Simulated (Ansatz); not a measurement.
## How far a parabola holds: energy against volume of CsCl-type CoAl

We consider CsCl-type CoAl, described by PBEsol (plane waves, PAW; Ansatz, a first-principles code). Settings: plane-wave cutoff 520 eV, 20×20×20 k mesh, Fermi–Dirac smearing 0.05 eV, no spin polarisation, scalar-relativistic PAW data made under PBE. The cell has no free parameter but its volume, all volumes share cutoff and mesh, and the runs aren't spin-polarised. Energies are free energies at the run's smearing, counted from the lowest row; static lattice.

| V (Å³/atom) | E (meV/atom) |
|---|---|
| 10.571 | ? |
| 10.796 | 11.68 |
| 11.021 | 2.82 |
| 11.245 | 0.00 |
| 11.470 | 2.62 |
| 11.695 | 10.14 |

Fit E of the 5 rows that show it with a parabola. With u = V - 11.25, the rows have u = -0.45400, -0.22900, -0.00500, 0.22000, 0.44500. Least squares gives E = -0.007 - 0.974·u + 54.003·u². Residuals (row less fit): 0.114, -0.228, 0.001, 0.228, -0.114; standard error 0.255 (degrees of freedom: 2). The fitted curve has its minimum at V = 11.3, where E = -0.01. Its curvature is d²E/dV² = 2 × 54.003 meV/Å⁶, so B = V0·d²E/dV² × 0.1602 = 195 GPa.

Question: Predict the withheld E at V = 10.571 from the fit, and compare with the calculation.

Answer: u = -0.67900, so E = -0.007 - 0.974 × (-0.67900) + 54.003 × (-0.67900)² = 25.552 meV/atom. The calculation gives 27.26 meV/atom, 1.708 meV/atom above the prediction (6.3 % of the range of E in the table). The row lies outside the fitted rows, so this is an extrapolation. From the scatter of the fitted rows alone, a prediction at this place has a standard error of 0.603 meV/atom, so the miss is 2.8 times that.

The residuals are curvature that a parabola lacks, not noise. A solid that stiffens under compression and softens on expansion lies above the parabola at the compressed end and under it at the expanded end, as this row does. A third-order Birch-Murnaghan fit to the whole scan has B0 = 194 GPa. Only scans are tabulated whose curvature falls smoothly with volume, and where the parabola meets the shown rows within 5 % of their range and misses the end by 0.1 meV or more.

Measured, for comparison: bulk modulus 162 GPa (room temperature, not corrected to a static lattice; as tabulated in Yamada et al. (2019), arXiv:1910.09660). Computed less measured: bulk modulus +20 %.
